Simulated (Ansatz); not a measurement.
Base system: Re in the hcp (Mg type) structure (space group P6_3/mmc, No. 194; relaxed with 0.1 eV smearing).

```
CELL_PARAMETERS angstrom
      2.75189     0.00000     0.00000
     -1.37595     2.38321     0.00000
      0.00000     0.00000     4.44007
ATOMIC_POSITIONS crystal
  Re 0.66667 0.33333 0.75000
  Re 0.33333 0.66667 0.25000
```

Cartesian axes are those of the cell as printed.

Calculations: PBEsol (Ansatz, an electronic-structure program, PAW, no SOC).

Strains are applied to the cell and any free atomic positions relax.

One change was made to it. Results:

```tsv
quantity	base	after
energy relative to the base (free energy F)	0 meV/atom	+6.4 meV/atom
pressure (mean of the normal stresses, compression positive)	0.0 GPa	0.2 GPa
shortest interatomic distance	2.730 Å	2.699 Å
```

What was done to the base?
A) tensor shear ε_xz = +2.00 %
B) tensor shear ε_xz = +1.71 %
C) tensor shear ε_xz = +1.43 %
D) tensor shear ε_xz = +0.57 %

C, tensor shear ε_xz = +1.43 %. For comparison, the energy relative to the base in the other runs: tensor shear ε_xz = +0.57 % gives +1.0 meV/atom; tensor shear ε_xz = +1.71 % gives +9.2 meV/atom; tensor shear ε_xz = +2.00 % gives +13 meV/atom.

No phonon test of stability was made. All final runs are without spin polarisation.
